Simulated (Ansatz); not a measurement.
## Convergence study of shifted k-point meshes for Zn2SeS (Pmm2, 4 atoms in the cell)

```yaml
crystal:
  lattice:
    - [3.92102, 0.00000, 0.00000]
    - [0.00000, 3.92102, 0.00000]
    - [0.00000, 0.00000, 5.53869]
  atoms:
    - { symbol: Zn, position: [0.50000, 0.00000, 0.77209] }
    - { symbol: Zn, position: [0.00000, 0.50000, 0.23694] }
    - { symbol: Se, position: [0.00000, 0.00000, 0.50000] }
    - { symbol: S, position: [0.50000, 0.50000, 0.00000] }
```

Level of theory: PBEsol, default PAW files made with PBE (plane waves; Ansatz, a program for electronic structure).

Base settings: basis.ecutwfc = 420 eV; kpoints.mp_grid.grid = 6 6 5; hamiltonian.xc = pbesol; hamiltonian.pseudopotentials = {kind: paw} (the program's default PAW files); scf.occupations.method = fixed.

In this ladder: kpoints.mp_grid.shift = 0.5 0.5 0.5.

Shifted meshes do not hold Γ, so a gap read on them misses any band edge there.

Only quantities that move along the ladder and can be compared are tabulated.

The count of work is k-points × plane waves × bands × iterations; it is no time. Core times come from one kind of shared machine, to one figure; runs under 30 s give none.

The starting cell comes from a database of computed structures (which also holds hypothetical and non-ambient phases and stackings), without a prior relaxation at this level. Its lattice was rescaled by up to half a per cent. One atom was moved a little off its site on purpose. Ansatz's pressure includes its estimate of the finite-basis (Pulay) stress.

| kpoints.mp_grid.grid | free energy less the last step's (meV/atom) | pressure (GPa) | largest difference of a force vector from the last step's (eV/Å) | gap on the mesh (eV) | count of work / last | core time / last (rough) |
|---|---|---|---|---|---|---|
| 2 2 1 | -152.73 | -3.06 | 0.104 | 5.197 | 0.0018 | – |
| 2 2 2 | -204.19 | -3.86 | 0.018 | 5.169 | 0.0018 | – |
| 3 3 2 | -38.69 | -2.24 | 0.002 | 3.861 | 0.0071 | – |
| 3 3 3 | -40.29 | -2.25 | 0.003 | 3.612 | 0.014 | – |
| 4 4 3 | -9.57 | -1.91 | 0.001 | 3.125 | 0.014 | – |
| 5 5 3 | -2.67 | -1.83 | 0.000 | 2.785 | 0.032 | – |
| 5 5 4 | -2.69 | -1.82 | 0.001 | 2.694 | 0.032 | – |
| 6 6 4 | -0.83 | -1.80 | 0.000 | 2.463 | 0.032 | – |
| 7 7 5 | -0.28 | -1.79 | 0.000 | 2.250 | 0.085 | – |
| 8 8 6 | -0.10 | -1.79 | 0.000 | 2.098 | 0.085 | – |
| 9 9 6 | -0.04 | -1.79 | 0.000 | 2.012 | 0.13 | – |
| 10 10 7 | -0.02 | -1.79 | 0.000 | 1.916 | 0.18 | – |
| 11 11 8 | -0.01 | -1.79 | 0.000 | 1.839 | 0.25 | 0.3 |
| 12 12 9 | 0.00 | -1.79 | 0.000 | 1.778 | 0.32 | 0.3 |
| 13 13 10 | 0.00 | -1.79 | 0.000 | 1.727 | 0.43 | 0.4 |
| 15 15 11 | 0.00 | -1.79 | 0.000 | 1.661 | 0.68 | 0.6 |
| 16 16 12 | 0.00 | -1.79 | 0.000 | 1.630 | 0.68 | 0.7 |
| 18 18 13 | 0.00 | -1.79 | 0.000 | 1.588 | 1.0 | 1 |

Coarsest kpoints.mp_grid.grid that holds the forces within 0.02 eV/Å of the last step, with all finer ones: 2 2 2, at 0.0018 of the last step's count of work; the step before is off by 0.10 eV/Å.

Coarsest kpoints.mp_grid.grid that holds the free energy within 0.5 meV/atom of the last step, with all finer ones: 7 7 5, at 0.085 of the last step's count of work; the step before is off by 0.83 meV/atom.

Two neighbours can agree and both be off: 5 5 3 and 5 5 4 differ by 0.01 meV/atom in the free energy, yet lie about 2.7 meV/atom from the last step.

Keys are those of Ansatz 0.2.
